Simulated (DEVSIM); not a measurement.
Device: Schottky contact on n-type GaN, at 300 K.

Layer 1 from the left is GaN, thickness (μm) 4.40, Nd (cm⁻³) 2e15, τn (s) 1e-9, τp (s) 1e-9.

Left contact: Schottky, work function 5.61 eV, emission velocity 1.7e6 cm/s. Right contact: ohmic. Voltage is applied to the left contact. Recombination: SRH at mid-gap. Mobility is μmin + (μ − μmin)/(1 + (N/Nref)^α).

This is a model device: material constants are rounded textbook-type values typed into the input, and sizes, dopings and lifetimes were drawn at random. Values at 300 K.

GaN: gap (eV) 3.43, affinity (eV) 4.1, permittivity 9.5, Nc (cm⁻³) 2.3e18, Nv (cm⁻³) 4.6e19, μn (cm²/Vs) 1200, μp (cm²/Vs) 100, μn,min 55, μp,min 3, Nref,n 2e17, Nref,p 3e17, αn 1, αp 2.

### Question
Estimate by hand the built-in potential, the peak field at zero bias, the capacitance at -0.6 V, and compare with a numerical solution.

### Answer

- Built-in potential: barrier φB = 1.510 eV; Vbi = φB − kT/q ln(N_band/N) = 1.328 V; numerical 1.328 V.
- Peak field at zero bias: depletion approximation: W = √(2εVbi/(qN)) = 0.835 μm with N = 2.00e15 cm⁻³; field = 2Vbi/W = 31800 V/cm; numerical 31500 V/cm (estimate above by 1.0 %).
- Capacitance at -0.6 V: C = √(qεN / 2(Vbi + |V|)) = 8.36 nF/cm²; numerical 8.42 nF/cm² (estimate below by 0.67 %).

DEVSIM, 1D drift-diffusion, Boltzmann statistics, complete ionisation; no tunnelling, impact ionisation, image-force lowering or self-heating. Metal contacts follow the ideal Schottky-Mott rule: no Fermi-level pinning, no interface dipoles.
